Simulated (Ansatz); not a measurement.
The reference is Zr₃Si₂ (space group P4/mbm, No. 127; a = 7.106 Å, c = 3.709 Å; a cell from a computed database, its experimental status unchecked). Axes: x, y, z lie along a, b, c of the conventional cell.

Method: r2SCAN/PAW in Ansatz (a quantum-chemistry and plane-wave program), no SOC, earlier PAW set.

Strains are applied to the cell and any free atomic positions relax; under biaxial strain the out-of-plane vector relaxes too.

One change was made to it. Results:

```json
[
 {"quantity": "pressure (mean of the normal stresses, compression positive)", "base": "0.0 GPa", "after": "-7.1 GPa"},
 {"quantity": "shortest interatomic distance", "base": "2.451 Å", "after": "2.571 Å"},
 {"quantity": "band gap", "base": "zero", "after": "zero"}
]
```

Problem. Which of these changes matches the shifts?
A. biaxial strain −0.84 %, plane normal [001], relaxed out of plane
B. biaxial strain +4.79 %, plane normal [001], relaxed out of plane
C. tensor shear ε_xz = −3.58 %
D. isotropic strain −2.04 %
E. biaxial strain +3.35 %, plane normal [001], relaxed out of plane

Solution. B, biaxial strain +4.79 %, plane normal [001], relaxed out of plane. For comparison, the pressure in the other runs: biaxial strain +3.35 %, plane normal [001], relaxed out of plane gives -5.2 GPa; isotropic strain −2.04 % gives 9.6 GPa; tensor shear ε_xz = −3.58 % gives 0.7 GPa; biaxial strain −0.84 %, plane normal [001], relaxed out of plane gives 1.6 GPa.

Without a gap, meshes like the base's 7×7×13 leave anisotropic stresses uncertain by several tenths of a GPa, and small strain energies with them. Stability against distortions was not tested. All final runs are without spin polarisation.
